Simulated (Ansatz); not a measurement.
# Rb2SnCl6: isotropic strain −2.79 %

Start from Rb$_{2}$SnCl$_{6}$ (space group Fm-3m, No. 225; a = 10.102 Å).

It is then changed as follows: the cell is scaled by 0.9721 in all directions; the atoms relax in the strained cell.

All numbers come from PBEsol (Ansatz, a first-principles code), without spin-orbit coupling. Settings: 6×6×6 k-points, 0.05 eV Fermi–Dirac smearing.

The volume per atom falls by 2.33 Å³ to 26.30 Å³ and the shortest interatomic distance decreases by 0.022 bohr to 4.600 bohr. The energy grows by 9.6 meV/atom and the pressure goes from zero to 1.48 GPa. The band gap decreases by 0.17 eV (2.44 eV → 2.27 eV) and the gap character remains direct at Γ. The mean gap deformation potential ΔEg/Δln V amounts to +2.0 eV and the electron mass becomes 0.41 mₑ (at Γ) (base: 0.48 mₑ (at Γ)). The largest internal atomic displacement amounts to 0.057 Å.

Effective masses come from finite differences of ±0.01 Å⁻¹. Gaps are read on the SCF mesh and a high-symmetry path. Whether these cells are dynamically stable was not tested.
